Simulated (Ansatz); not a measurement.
System: C-vacancy pair (C on one host N site, one N site vacant) in rock-salt TiN (neutral cell). These are PBE, PAW (plane waves to 420 eV; Ansatz, a program for electronic structure) values and carry that method's errors.

64-site cell at the relaxed PBE lattice, a 2×2×2 k-point mesh shifted by half a step, smearing 0.10 eV, spin-restricted, no finite-size correction. No zero-point or tunnelling terms. Forms of the defect that were not tried may lie lower. The order of the sites in energy changes with the mesh.

Barriers: single points on a 4×4×4 k-point mesh shifted by half a step at the bands' geometries (they differ from the bands' own by up to 0.07 eV, and are uncertain by about as much).

Relaxed starting cell (atoms counted from 1):

```yaml
crystal:
  lattice:
    - [8.49380, 0.00000, 0.00000]
    - [0.00000, 8.49380, 0.00000]
    - [0.00000, 0.00000, 8.49380]
  atoms:
    - { symbol: Ti, position: [0.00574, 0.00401, 0.00533] }
    - { symbol: Ti, position: [0.00455, 0.00438, 0.49670] }
    - { symbol: Ti, position: [0.00456, 0.49540, 0.00568] }
    - { symbol: Ti, position: [0.00432, 0.49525, 0.49657] }
    - { symbol: Ti, position: [0.49374, 0.00398, 0.00529] }
    - { symbol: Ti, position: [0.49492, 0.00438, 0.49674] }
    - { symbol: Ti, position: [0.49492, 0.49544, 0.00572] }
    - { symbol: Ti, position: [0.49515, 0.49526, 0.49653] }
    - { symbol: C, position: [0.24974, 0.00114, 0.00244] }
    - { symbol: N, position: [0.24974, 0.00066, 0.50067] }
    - { symbol: N, position: [0.24974, 0.49937, 0.00195] }
    - { symbol: N, position: [0.24974, 0.49891, 0.50021] }
    - { symbol: N, position: [0.74973, 0.99940, 0.00071] }
    - { symbol: N, position: [0.74973, 0.99937, 0.50146] }
    - { symbol: N, position: [0.74974, 0.50016, 0.00068] }
    - { symbol: N, position: [0.74974, 0.50029, 0.50160] }
    - { symbol: Ti, position: [0.98739, 0.25017, 0.25147] }
    - { symbol: Ti, position: [0.99802, 0.25034, 0.75063] }
    - { symbol: Ti, position: [0.99800, 0.74930, 0.25165] }
    - { symbol: Ti, position: [0.99536, 0.74926, 0.75055] }
    - { symbol: Ti, position: [0.51209, 0.25024, 0.25155] }
    - { symbol: Ti, position: [0.50146, 0.25034, 0.75054] }
    - { symbol: Ti, position: [0.50148, 0.74925, 0.25163] }
    - { symbol: Ti, position: [0.50411, 0.74925, 0.75057] }
    - { symbol: N, position: [0.24974, 0.25007, 0.75117] }
    - { symbol: N, position: [0.24974, 0.74986, 0.25137] }
    - { symbol: N, position: [0.24974, 0.74946, 0.75077] }
    - { symbol: N, position: [0.74974, 0.24982, 0.25112] }
    - { symbol: N, position: [0.74974, 0.24991, 0.75094] }
    - { symbol: N, position: [0.74974, 0.74964, 0.25122] }
    - { symbol: N, position: [0.74974, 0.74985, 0.75116] }
    - { symbol: Ti, position: [0.24971, 0.98745, 0.25102] }
    - { symbol: Ti, position: [0.24975, 0.99766, 0.75291] }
    - { symbol: Ti, position: [0.24979, 0.51175, 0.25108] }
    - { symbol: Ti, position: [0.24974, 0.50157, 0.75075] }
    - { symbol: Ti, position: [0.74976, 0.99912, 0.25070] }
    - { symbol: Ti, position: [0.74973, 0.99603, 0.75181] }
    - { symbol: Ti, position: [0.74969, 0.50039, 0.25071] }
    - { symbol: Ti, position: [0.74974, 0.50369, 0.75151] }
    - { symbol: N, position: [0.00013, 0.00044, 0.25148] }
    - { symbol: N, position: [0.99889, 0.99952, 0.75049] }
    - { symbol: N, position: [0.00049, 0.49895, 0.25109] }
    - { symbol: N, position: [0.99933, 0.50010, 0.75095] }
    - { symbol: N, position: [0.49935, 0.00046, 0.25148] }
    - { symbol: N, position: [0.50058, 0.99953, 0.75049] }
    - { symbol: N, position: [0.49900, 0.49896, 0.25109] }
    - { symbol: N, position: [0.50015, 0.50011, 0.75096] }
    - { symbol: Ti, position: [0.24970, 0.24971, 0.98868] }
    - { symbol: Ti, position: [0.24976, 0.24977, 0.51311] }
    - { symbol: Ti, position: [0.24974, 0.75162, 0.99899] }
    - { symbol: Ti, position: [0.24973, 0.74947, 0.50284] }
    - { symbol: Ti, position: [0.74979, 0.24939, 0.00039] }
    - { symbol: Ti, position: [0.74973, 0.24940, 0.50173] }
    - { symbol: Ti, position: [0.74973, 0.75050, 0.99735] }
    - { symbol: Ti, position: [0.74974, 0.75021, 0.50498] }
    - { symbol: N, position: [0.00013, 0.25018, 0.00177] }
    - { symbol: N, position: [0.00049, 0.24978, 0.50023] }
    - { symbol: N, position: [0.99888, 0.74918, 0.00083] }
    - { symbol: N, position: [0.99932, 0.74965, 0.50141] }
    - { symbol: N, position: [0.49935, 0.25018, 0.00177] }
    - { symbol: N, position: [0.49900, 0.24978, 0.50024] }
    - { symbol: N, position: [0.50058, 0.74919, 0.00083] }
    - { symbol: N, position: [0.50015, 0.74965, 0.50141] }
```

End state 1 differs by these moves (Å; atoms that move under 0.08 Å are left out):

```tsv
atom	element	Δx	Δy	Δz
1	Ti	-0.16	-0.04	-0.04
2	Ti	-0.06	-0.05	0.04
3	Ti	-0.06	0.04	-0.05
4	Ti	-0.08	0.04	0.04
5	Ti	0.16	-0.04	-0.04
6	Ti	0.06	-0.05	0.04
7	Ti	0.06	0.04	-0.05
8	Ti	0.08	0.04	0.04
9	C	0.00	2.10	2.10
17	Ti	0.16	-0.04	-0.04
18	Ti	0.06	-0.05	0.04
19	Ti	0.06	0.04	-0.05
20	Ti	0.08	0.04	0.04
21	Ti	-0.16	-0.04	-0.04
22	Ti	-0.06	-0.05	0.04
23	Ti	-0.06	0.04	-0.05
24	Ti	-0.08	0.04	0.04
32	Ti	0.00	0.10	0.10
33	Ti	0.00	0.02	-0.12
34	Ti	0.00	-0.12	0.02
48	Ti	0.00	0.10	0.10
49	Ti	0.00	0.02	-0.12
50	Ti	0.00	-0.12	0.02
```

What is the computed forward and backward barriers to end state 1 (PBE, PAW)?

forward 4.12 eV, backward 4.12 eV; at the saddle point atom 9 has neighbours 2 Ti at 1.87, 4 Ti at 2.42 Å. The saddle point's order was not checked, and it lies on a symmetry element of the cell, where a band can be held.

End state 2 differs by these moves (Å; atoms that move under 0.08 Å are left out):

```json
[
 {"atom": "3", "element": "Ti", "Δx": "-0.04", "Δy": "0.04", "Δz": "-0.14"},
 {"atom": "4", "element": "Ti", "Δx": "-0.04", "Δy": "0.04", "Δz": "0.14"},
 {"atom": "6", "element": "Ti", "Δx": "0.03", "Δy": "-0.04", "Δz": "0.07"},
 {"atom": "17", "element": "Ti", "Δx": "0.10", "Δy": "-0.11", "Δz": "0.00"},
 {"atom": "19", "element": "Ti", "Δx": "0.01", "Δy": "0.11", "Δz": "0.00"},
 {"atom": "21", "element": "Ti", "Δx": "-0.10", "Δy": "0.00", "Δz": "0.00"},
 {"atom": "32", "element": "Ti", "Δx": "0.01", "Δy": "0.11", "Δz": "-0.02"},
 {"atom": "34", "element": "Ti", "Δx": "0.10", "Δy": "-0.10", "Δz": "0.00"},
 {"atom": "38", "element": "Ti", "Δx": "-0.11", "Δy": "0.00", "Δz": "0.00"},
 {"atom": "42", "element": "N", "Δx": "2.11", "Δy": "-2.10", "Δz": "0.00"},
 {"atom": "48", "element": "Ti", "Δx": "-0.03", "Δy": "0.00", "Δz": "0.14"},
 {"atom": "49", "element": "Ti", "Δx": "-0.04", "Δy": "0.03", "Δz": "-0.14"},
 {"atom": "54", "element": "Ti", "Δx": "0.03", "Δy": "-0.04", "Δz": "0.07"},
 {"atom": "55", "element": "Ti", "Δx": "0.04", "Δy": "-0.04", "Δz": "-0.07"}
]
```

Estimate the forward and backward barriers to end state 2 that PBE, PAW returns for this input.

forward 3.58 eV, backward 3.55 eV; at the saddle point atom 42 has neighbours 2 Ti at 1.80 Å. The saddle point's order was not checked.
